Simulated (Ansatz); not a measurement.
Base system: HgS in the zinc blende structure (space group F-43m, No. 216; a = 5.992 Å).

The values are results of PBE (Ansatz, a quantum-chemistry and plane-wave program), spin-orbit coupling left out, not measurements.

Base values:

| Property | Result |
|---|---|
| Pressure | 0.0 GPa |
| Band gap | zero |

One thing is altered: the cell is scaled by 1.0050 in all directions; the atoms relax in the strained cell.

Question: Predict the new energy relative to the base, pressure and band gap.

Answer: The energy goes up by 0.9 meV/atom; the pressure goes from zero to -0.7 GPa; the band gap remains zero.

A case with no gap was solved on a k-mesh chosen for an insulator, which is coarse for it. Spin-orbit coupling, missing from the scalar runs, can matter with Hg. Whether these cells are dynamically stable was not tested. All final runs are without spin polarisation. The zero or small gap of HgS can change with the level of theory.
